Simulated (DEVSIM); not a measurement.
Device: W/Si3N4/n-Si capacitor, at 400 K.

Layer 1 from the left is Si3N4, thickness (nm) 2.50. Layer 2 from the left is Si, thickness (nm) 1200, Nd (cm⁻³) 1.2e16.

Metal gate on the left, work function 4.6 eV. Fixed charge at the semiconductor interface 9.1e10 cm⁻² (in units of +e); no interface traps.

This is a model device: material constants are rounded textbook-type values typed into the input, and sizes, dopings and lifetimes were drawn at random. Values at 300 K; Nc and Nv go as T^1.5, mobilities as T to minus their exponent, the gap by Varshni's rule with the affinity fixed.

Si3N4: gap (eV) 5.1, affinity (eV) 2.1, permittivity 7.5. Si: gap (eV) 1.124, affinity (eV) 4.05, permittivity 11.7, Nc (cm⁻³) 2.86e19, Nv (cm⁻³) 3.1e19, Varshni α (eV/K) 0.000473, Varshni β (K) 636.

Q: Estimate by hand the flat-band voltage, the threshold voltage, and compare with a numerical solution.

A: 
- Flat-band voltage: C = 2.66 μF/cm², work-function difference 0.267 V; VFB = φms − qNf/C = 0.26 V; numerical 0.26 V.
- Threshold voltage: φF = 0.264 V, depletion charge √(4εqNφF) = 4.59e-8 C/cm²; VT = VFB − 2φF − Qd/C = -0.28 V; numerical -0.28 V.

Model (solved in DEVSIM): 1D Poisson equation in equilibrium, Boltzmann statistics, complete ionisation; no quantum confinement or tunnelling. Metal contacts follow the ideal Schottky-Mott rule: no Fermi-level pinning, no interface dipoles.
